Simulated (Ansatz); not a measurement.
Mg2SnO4 (Pbam, No. 55, 14 atoms in the cell; start mp-755856), treated with G0W0@PBEsol (Ansatz, a quantum-chemistry and plane-wave program, hard PAW, contour deformation, complete-basis limit).

Settings: largest k mesh 6×4×10 (not extrapolated in the mesh).

Cell (relaxed with PBEsol):

Mg2SnO4 is taken in the orthorhombic space group Pbam (No. 55), Pearson symbol oP14. Conventional cell: a = 5.171 Å, b = 9.821 Å, c = 3.076 Å, α = 90.00°, β = 90.00°, γ = 90.00°. Mg on 4h has 3 O at 2.009–2.077 Å and 3 O at 2.200–2.254 Å. Sn on 2a has 6 O at 2.069–2.075 Å (octahedral). O1 on 4g is surrounded by 1 Sn at 2.069 Å and 2 Mg at 2.077 Å and 2 Mg at 2.254 Å. O2 on 4h is coordinated by 1 Mg at 2.009 Å and 1 Mg at 2.200 Å and 2 Sn at 2.075 Å. (Neighbours: up to the widest gap in distance over summed covalent radii, below 1.35, at either atom; cation-cation and far metal-metal contacts left out.)

Q: What does this level give for the band gap?

A: 
- band gap: 5.15 eV

Note: filled d or f shells below the valence bands can shift G0W0 gaps through exchange with them, which wasn't tested here; the gap holds a correction of +0.49 eV to the complete basis.

Spin–orbit coupling is not included.

A start named mp-… is a Materials Project structure, which need not be a measured phase.
